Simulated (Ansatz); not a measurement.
By PBEsol, the system below comes out a metal.

Without scattering a metal conducts by its projected Fermi surface.

Given:

```yaml
crystal:
  lattice:
    - [2.92055, 0.00000, 0.00000]
    - [0.00000, 2.92055, 0.00000]
    - [0.00000, 0.00000, 2.92055]
  atoms:
    - { symbol: Zn, position: [0.50000, 0.50000, 0.50000] }
    - { symbol: Cu, position: [0.00000, 0.00000, 0.00000] }
```

The cell is taken as given; by PBEsol it stands under a pressure of -1.7 GPa.

The current flows along the normal of the first two printed cell vectors, the (001) plane of the conventional cell. No spin-orbit coupling; the value is a mean over 0.1 eV about the Fermi level.

Question: State the ballistic conductance per area according to PBEsol in Ansatz (a quantum-chemistry and plane-wave program).

Answer: 1.1 × 10¹⁵ S/m² for both spins.
